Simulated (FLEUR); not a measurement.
Band structure of Sr (Fm-3m, 1 atom in the cell).

```yaml
crystal:
  lattice:
    - [0.00000, 3.03361, 3.03361]
    - [3.03361, 0.00000, 3.03361]
    - [3.03361, 3.03361, 0.00000]
  atoms:
    - { symbol: Sr, position: [0.00000, 0.00000, 0.00000] }
```

Method of the run: PBE, all-electron FLAPW (FLEUR), scalar-relativistic valence in FLEUR.

Settings: Kmax = 3.8 1/bohr; GmaxXC = 15.2 1/bohr; xcFunctional = pbe; jspins = 1; l_soc = F; mode = hist; fermiSmearingEnergy = 0.00367493 Htr; mesh (inpgen div1-3) = 8 8 8; inpgen gamma flag = true; Gmax = 15.2 1/bohr; numbands = 0; maxIterBroyd = 40; imix = Anderson; alpha = 0.05.

The starting cell comes from a database of computed structures (which also holds hypothetical and non-ambient phases and stackings), without a prior relaxation at this level. Values depend on the basis (sphere radii, cutoffs, local orbitals), which need not be converged.

Levels in eV from the Fermi level, bands 2 to 8:
| point | 2 | 3 | 4 | 5 | 6 | 7 | 8 |
|---|---|---|---|---|---|---|---|
| Γ | -18.47 | -18.47 | -18.47 | -3.59 | 2.37 | 2.37 | 2.37 |
| X | -18.65 | -18.54 | -18.54 | -0.58 | 0.40 | 1.05 | 4.85 |
| W | -18.60 | -18.60 | -18.54 | 0.11 | 0.66 | 0.66 | 2.24 |
| K | -18.62 | -18.58 | -18.53 | -0.05 | 0.27 | 0.85 | 3.42 |
| L | -18.66 | -18.50 | -18.50 | -1.07 | 0.08 | 2.22 | 2.22 |
| U | -18.62 | -18.58 | -18.53 | -0.05 | 0.27 | 0.85 | 3.42 |
